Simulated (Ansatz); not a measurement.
Elastic constant C44 (GPa) of solids drawn from the class of intermetallic compounds, at two levels: PBE (Ansatz, a first-principles code, plane waves, PAW), and r²SCAN (Ansatz, plane waves, PAW).

```tsv
solid	PBE	r²SCAN	shift (%)
CsCl-type CuZn	82.3	96.2	+16.9
fluorite PtAl2	44.6	50.2	+12.6
L1₀ (CuAu-type) TiAl	112	124	+10.7
L1₂ (Cu3Au-type) Pt3Ti	137	147	+7.3
fluorite AuAl2	48.9	56.4	+15.3
CsCl-type PdIn	43.3	56.0	+29
CsCl-type RuAl	126	137	+8.7
L1₂ (Cu3Au-type) Al3Sc	70.5	81.6	+15.7
L1₀ (CuAu-type) CuAu	58.9	65.5	+11.2
```

The shifts run from +7.3 % to +29 %, with a median of +12.6 %.

Over all 9 rows r²SCAN is the larger in 9.

Ansatz's runs of these crystals have no spin polarisation. A magnetic state wasn't tried for fluorite PtAl2, L1₀ (CuAu-type) TiAl, L1₂ (Cu3Au-type) Pt3Ti, CsCl-type PdIn, L1₂ (Cu3Au-type) Al3Sc with meta-GGA or hybrid levels, which favour moments.

Spin–orbit coupling is left out, also for the solids with elements from indium on (fluorite PtAl2, L1₂ (Cu3Au-type) Pt3Ti, fluorite AuAl2, CsCl-type PdIn, L1₀ (CuAu-type) CuAu); its size isn't shown.

Each level is taken at its own relaxed cell. Ansatz's density-functional and Hartree–Fock values are scalar-relativistic unless marked +SOC, with PAW data made under PBE.
